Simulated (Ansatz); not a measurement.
Consider SiC (space group P6_3mc, No. 186; a = 3.0778 Å, c = 10.0773 Å). Axes: x lies along a and z along c of the hexagonal cell.

Method: r2SCAN in Ansatz (plane waves to 500 eV, PAW, no spin-orbit coupling), earlier PAW set.

Strains are applied to the cell and any free atomic positions relax; under biaxial strain the out-of-plane vector relaxes too; under stress the whole cell relaxes.

One change was made to it. Results:

| quantity | base | after |
|---|---|---|
| band gap | 2.60 eV | 2.43 eV |
| shortest interatomic distance | 1.883 Å | 1.871 Å |

Task: Name the change that was made.
(A) isotropic strain +4.04 %
(B) uniaxial stress, 8 GPa compression along x
(C) biaxial strain +0.22 %, plane normal [001], relaxed out of plane
(D) isotropic strain +2.61 %

Result: B, uniaxial stress, 8 GPa compression along x. For comparison, the band gap in the other runs: isotropic strain +4.04 % gives 2.53 eV; isotropic strain +2.61 % gives 2.55 eV; biaxial strain +0.22 %, plane normal [001], relaxed out of plane gives 2.61 eV.

Beyond what the load breaks, stability against distortions was not tested.

Ansatz is a program for electronic structure.
